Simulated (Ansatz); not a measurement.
Start from AlN in the wurtzite structure (space group P6_3mc, No. 186).

```
CELL_PARAMETERS angstrom
      3.08878     0.00000     0.00000
     -1.54439     2.67496     0.00000
      0.00000     0.00000     4.94326
ATOMIC_POSITIONS crystal
  Al 0.33333 0.66667 0.00000
  Al 0.66667 0.33333 0.50000
  N  0.33333 0.66667 0.38200
  N  0.66667 0.33333 0.88200
```

Cartesian axes are those of the cell as printed.

The values are results of Ansatz (a program for electronic structure), LDA, PAW, cutoff 420 eV, no spin-orbit coupling, not measurements.

Strains are applied to the cell and any free atomic positions relax.

One change was made to it. Results:

```json
[
 {"quantity": "energy relative to the base (free energy F)", "base": "0 meV/atom", "after": "+0.4 meV/atom"},
 {"quantity": "valence-band top at Γ (three highest levels, from the VBM)", "base": "0.00, -0.23, -0.23 eV", "after": "0.00, -0.28, -0.28 eV"},
 {"quantity": "band gap", "base": "4.42 eV", "after": "4.44 eV"},
 {"quantity": "electron mass", "base": "0.32 mₑ (at Γ)", "after": "0.32 mₑ (at Γ)"},
 {"quantity": "width of the top valence band", "base": "2.44 eV", "after": "2.48 eV"}
]
```

Problem. Which change produced these results?
A) uniaxial strain ε_zz = −2.40 %
B) uniaxial strain ε_zz = −0.60 %
C) uniaxial strain ε_zz = −1.80 %
D) uniaxial strain ε_zz = −3.00 %
E) uniaxial strain ε_zz = −1.20 %

Solution. B, uniaxial strain ε_zz = −0.60 %. For comparison, the energy relative to the base in the other runs: uniaxial strain ε_zz = −3.00 % gives +10 meV/atom; uniaxial strain ε_zz = −1.80 % gives +3.8 meV/atom; uniaxial strain ε_zz = −1.20 % gives +1.7 meV/atom; uniaxial strain ε_zz = −2.40 % gives +6.7 meV/atom.

Masses are band curvatures over ±0.01 Å⁻¹ around the edge. No phonon test of stability was made.
